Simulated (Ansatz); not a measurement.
Carrier doping in hypothetical CdI2 type SiO2

Consider SiO2 in the CdI2 type structure (space group P-3m1, No. 164; a hypothetical phase, not in the database extracts checked; layered, stacked along the Cartesian z axis).

```xyz
3
Lattice="2.6703 0.0000 0.0000 -1.3351 2.3125 0.0000 0.0000 0.0000 4.5421" Properties=species:S:1:pos:R:3 pbc="T T T"
Si     0.0000     0.0000     0.0000
O      1.3351     0.7708     0.9028
O      0.0000     1.5417     3.6393
```

Carriers are added at fixed cell with a uniform background; the Fermi–Dirac width is that of 300 K.

All numbers come from r2SCAN+rVV10 in Ansatz (plane waves to 500 eV, PAW, scalar-relativistic without spin-orbit coupling).

Notes on the quantities. Fermi level from band edge: Fermi level relative to the doped band's edge (positive inside the band; to 0.05 eV).

```json
[
 {"electron density (10^21 cm⁻³)": "1", "Fermi level from band edge (eV)": "0.70"},
 {"electron density (10^21 cm⁻³)": "1.5", "Fermi level from band edge (eV)": "?"},
 {"electron density (10^21 cm⁻³)": "3", "Fermi level from band edge (eV)": "1.25"},
 {"electron density (10^21 cm⁻³)": "5", "Fermi level from band edge (eV)": "1.65"}
]
```

Q: Fit E_F = C n^s, fitted as a line in log–log form (a parabolic band gives s = 2/3) to the rows shown and predict the withheld row.

A: Least squares on the printed values gives C = 0.70 eV, s = 0.53 (largest residual 0.00 eV); this predicts 0.87 eV, and the run gives 0.85 eV, in agreement.

Charged cell with a jellium background: band edges are those of the host's band count, energies are not comparable with the neutral cell, and many-body gap narrowing is missing. No phonon test of stability was made.

Ansatz is a first-principles code.
